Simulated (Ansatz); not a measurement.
Ge on the N site in metastable zinc-blende AlN (start: the N site; 64-site cell, 2×2×2 shifted sampling). These are PBE, PAW (plane waves to 420 eV; Ansatz, a first-principles code) values and carry that method's errors. Total energies of the localised charge states, counted from that of charge +1, and their image corrections (point charge with alignment); the host's valence-band maximum lies at 6.722 eV on the cells' energy zero and its gap is 3.31 eV.

| charge | moment (μB) | E − E(first) (eV) | correction (eV) |
|---|---|---|---|
| +1 | 2.0 | 0.000 | 0.474 |
| 0 | 1.0 | 8.773 | 0.000 |
| −1 | not spin-polarised | 17.731 | -0.025 |

Task: Derive the transition levels above the valence-band maximum and say which of them are thermodynamic.

Result: A level is the Fermi energy at which two charges have equal formation energy: ε(q/q′) = [E(q′) + corr(q′) − E(q) − corr(q)] / (q − q′) − E_VBM.
ε(+1/0) = [(8.773 + 0.000) − (0.000 + 0.474)] / 1 − 6.722 = 1.58 eV
ε(0/−1) = [(17.731 + -0.025) − (8.773 + 0.000)] / 1 − 6.722 = 2.21 eV
Thermodynamic levels at least 0.1 eV inside the gap: (+1/0) at 1.58 eV; (0/−1) at 2.21 eV. They hold to tenths of an eV in this cell. Only the charges listed were compared.
